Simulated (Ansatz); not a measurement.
Start from BN in the zinc blende structure (space group F-43m, No. 216).

BN has the cubic space group F-43m (No. 216), the zinc blende structure, Pearson symbol cF8. Cell: a = b = c = 3.605 Å, α = β = γ = 90.00°. N on 4c is coordinated by 4 B at 1.561 Å (tetrahedral). B on 4a is surrounded by 4 N at 1.561 Å (tetrahedral). (Neighbours: up to the widest gap in distance over summed covalent radii, below 1.35, at either atom.)
(The calculation used a cell of 2 atoms; values per cell refer to that cell.)

Levels (all Ansatz, a program for electronic structure, PAW, earlier PAW set): PBEsol (420 eV, no spin-orbit coupling); HSE06 (420 eV, scalar-relativistic without spin-orbit coupling).

Its gap is 4.29 eV with PBEsol and 5.79 eV with HSE06.

Modification: every N is replaced by P; the structure is relaxed again.

With PBEsol the gap becomes 1.11 eV.

Problem. If the HSE06 correction stayed the same, what would the HSE06 gap be, and what does the HSE06 run give?

Solution. A rigid correction of +1.50 eV gives 2.61 eV. The HSE06 run gives 1.94 eV, so the correction itself changes by -0.67 eV.

Single points use the geometry relaxed with PBEsol. HSE06 gaps are upper bounds (no full band path). Stability against distortions was not tested.
